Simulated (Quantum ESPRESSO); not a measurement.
Input and output of a self-consistent single point for Y5Si3C (P6_3/mcm, 18 atoms in the cell) (Quantum ESPRESSO).

Computed with PBEsol, GBRV 1.5 ultrasoft (PBESOL) pseudopotentials (plane waves; Quantum ESPRESSO).

```
CELL_PARAMETERS angstrom
      8.49101     0.00000     0.00000
     -4.24551     7.35343     0.00000
      0.00000     0.00000     6.49771
ATOMIC_POSITIONS crystal
  Y  0.33333 0.66667 0.50000
  Y  0.66667 0.33333 0.50000
  Y  0.66667 0.33333 0.00000
  Y  0.33333 0.66667 0.00000
  Y  0.77648 0.00000 0.25000
  Y  0.22352 0.00000 0.75000
  Y  0.77648 0.77648 0.75000
  Y  0.22352 0.22352 0.25000
  Y  0.00000 0.77648 0.25000
  Y  0.00000 0.22352 0.75000
  Si 0.40898 0.00000 0.25000
  Si 0.59102 0.00000 0.75000
  Si 0.40898 0.40898 0.75000
  Si 0.59102 0.59102 0.25000
  Si 0.00000 0.40898 0.25000
  Si 0.00000 0.59102 0.75000
  C  0.00000 0.00000 0.50000
  C  0.00000 0.00000 0.00000
```

Reference input (self-consistent single point, DFT, PBEsol, plane waves, GBRV 1.5 ultrasoft (PBESOL) pseudopotentials): ecutwfc = 40 Ry; ecutrho = 320 Ry; occupations = smearing; smearing = marzari-vanderbilt; degauss = 0.0147 Ry; potentials = {Y: y_pbesol_v1.4.uspp.F.UPF, Si: si_pbesol_v1.uspp.F.UPF, C: c_pbesol_v1.2.uspp.F.UPF}; K_POINTS = automatic 3 3 3 0 0 0; conv_thr = 1e-11 Ry; mixing_beta = 0.4. This run's input differs from it in these lines:

```diff
@@ -14,4 +14,4 @@
  ntyp = 3
- ecutwfc = 40
- ecutrho = 320
+ ecutwfc = 80
+ ecutrho = 640
  occupations = 'smearing'
```

Output, abridged:

```
     Self-consistent Calculation

     iteration #  1     ecut=    80.00 Ry     beta= 0.40

     total energy              =   -1006.54702911 Ry
     estimated scf accuracy    <       3.29157897 Ry

     iteration #  2     ecut=    80.00 Ry     beta= 0.40

     total energy              =   -1005.71445688 Ry
     estimated scf accuracy    <      15.04218823 Ry

     iteration #  3     ecut=    80.00 Ry     beta= 0.40

     total energy              =   -1007.74442036 Ry
     estimated scf accuracy    <       0.59573666 Ry

   [... 13 blocks of this kind left out ...]

     iteration # 17     ecut=    80.00 Ry     beta= 0.40

     total energy              =   -1007.77101985 Ry
     estimated scf accuracy    <          1.9E-10 Ry

     iteration # 18     ecut=    80.00 Ry     beta= 0.40
     End of self-consistent calculation

     the Fermi energy is     9.7305 ev

!    total energy              =   -1007.77101985 Ry
     estimated scf accuracy    <          2.7E-12 Ry
     smearing contrib. (-TS)   =      -0.00264686 Ry
     internal energy E=F+TS    =   -1007.76837299 Ry

     convergence has been achieved in  18 iterations

     Forces acting on atoms (cartesian axes, Ry/au):

     atom    1 type  1   force =     0.00000000   -0.00000000    0.00000000
     atom    2 type  1   force =     0.00000000    0.00000000   -0.00000000
     atom    3 type  1   force =     0.00000000   -0.00000000    0.00000000
     atom    4 type  1   force =    -0.00000000    0.00000000    0.00000000
     atom    5 type  1   force =     0.01087149    0.00000000    0.00000000
   [... lines left out ...]

     Total force =     0.026704     Total SCF correction =     0.000005

          total   stress  (Ry/bohr**3)                   (kbar)     P=      -42.61
  -0.00026867   0.00000000   0.00000000          -39.52        0.00        0.00
   0.00000000  -0.00026867   0.00000000            0.00      -39.52        0.00
   0.00000000   0.00000000  -0.00033155            0.00        0.00      -48.77

   JOB DONE.
```

The run converged in 18 iterations. Against the reference run the free energy drops by 4.7 meV/atom, the pressure hardly changes (-4.33 to -4.26 GPa) and the largest force moves little (0.277 to 0.280 eV/Å).

The starting cell comes from a database of computed structures (which also holds hypothetical and non-ambient phases and stackings), without a prior relaxation at this level. Its lattice was rescaled by a random factor within 2.5 % of one.

Cost on one core of a shared machine: roughly 20 min.
